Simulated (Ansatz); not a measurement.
The parent structure is Ta₂O₅ (space group Pmmm, No. 47; a = 3.6700 Å, b = 3.8590 Å, c = 6.4332 Å; a cell from a computed database, its experimental status unchecked).

Levels (all Ansatz, a program for electronic structure, PAW): PBEsol (420 eV, no spin-orbit coupling); r2SCAN (500 eV, spin-orbit coupling left out); HSE06 (420 eV, scalar-relativistic without spin-orbit coupling).

At the geometry relaxed with PBEsol, these levels gave the following band gaps, in shuffled order: (a) 0.64 eV, (b) 0.32 eV, (c) 1.58 eV.

Q: Match each gap to its level.

A: (a) r2SCAN; (b) PBEsol; (c) HSE06.

Single points use the geometry relaxed with PBEsol. HSE06 gaps are upper bounds (no full band path). With Ta present, leaving out spin-orbit coupling can change the band edges. Whether these cells are dynamically stable was not tested.
